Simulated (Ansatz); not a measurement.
Base system: Ir in the fcc (Cu type) structure (space group Fm-3m, No. 225; a = 3.831 Å; relaxed with 0.1 eV smearing). Axes: x, y, z lie along the cube axes.

Computed with Ansatz (a program for electronic structure), PBEsol, PAW, cutoff 420 eV, spin-orbit coupling left out, earlier PAW set.

For the base:

* **Pressure**: 0.0 GPa

One thing is altered: biaxial strain −3.50 %, plane normal [110], relaxed out of plane (Cartesian); in-plane vectors clamped, the third vector and the atoms free.

Q: Predict the new energy relative to the base.

A: The energy rises by 95 meV/atom.

Q: How does this affect the pressure?

A: The pressure (mean of the normal stresses, compression positive) goes from zero to 21.5 GPa.

Whether these cells are dynamically stable was not tested. The final runs are not spin-polarised.
